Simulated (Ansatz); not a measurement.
## ZnSe: band gap against strain

ZnSe (zinc blende, F-43m, 22.732 Å³/atom at rest) under an equal strain ε in the (001) plane with the normal axis free, as in a coherent film. r2SCAN in Ansatz, a plane-wave DFT program (PAW, default set), 500 eV, 10×10×10 Γ-centred mesh, Fermi-Dirac smearing 0.05 eV; ions are relaxed within the symmetry of each cell. Gaps are the smallest over the k-mesh and a band path, without spin-orbit coupling; in all rows the valence edge lies at Γ and the conduction edge at Γ.

Here s stands for strain and Eg for gap.

| strain (%) | gap (eV) |
|---|---|
| 0.00 | 1.868 |
| 0.50 | 1.823 |
| 1.00 | 1.780 |
| 1.50 | 1.737 |
| 3.00 | ? |

Fit Eg of the 4 rows that show it with a straight line. Means: s 0.75000, Eg 1.8020. About the means, the sum of products is -0.10900 and the sum of squares of s is 1.2500; the slope is their ratio. Least squares gives Eg = 1.8674 - 0.08720·s. Residuals (row less fit): 0.0006, -0.0008, -0.0002, 0.0004; standard error 0.0008 (degrees of freedom: 2). Over these rows the gap moves by -8.7 ± 0.07 eV per unit strain.

### Question
Estimate the missing Eg (s = 3.00); what did the run itself give?

### Answer
Eg = 1.8674 - 0.08720 × 3.0 = 1.6058 eV. The calculation gives 1.616 eV, 0.0102 eV above the prediction (4.0 % of the range of Eg in the table). The row lies outside the fitted rows, so this is an extrapolation. From the scatter of the fitted rows alone, a prediction at this place has a standard error of 0.0018 eV, so the miss is 5.7 times that.

One order more, fitted to all 7 runs of the series, follows each within 0.001, so the miss is the next term of a smooth law. Spin-orbit coupling is left out, which can shift this property for ZnSe. Rows are the converged runs of the series near zero and its far end; series whose fitted rows scatter by over a few per cent of the range, as at a crossing or softening among them, aren't shown in this form. Most that stay on the fit to the last digits aren't either.
